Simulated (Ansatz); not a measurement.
The parent structure is Rh in the fcc (Cu type) structure (space group Fm-3m, No. 225; a = 3.802 Å; relaxed with 0.1 eV smearing).

All numbers come from r2SCAN (Ansatz, a first-principles code), no spin-orbit coupling.

Strains are applied to the cell and any free atomic positions relax.

One change was made to it. Results:

The pressure goes from zero to 19.8 GPa; the energy increases by 47 meV/atom.

Which of these changes matches the shifts?
(A) isotropic strain −1.50 %
(B) isotropic strain −1.00 %
(C) isotropic strain −2.00 %

C, isotropic strain −2.00 %. For comparison, the energy relative to the base in the other runs: isotropic strain −1.00 % gives +11 meV/atom; isotropic strain −1.50 % gives +26 meV/atom.

No phonon test of stability was made. The final runs are not spin-polarised.
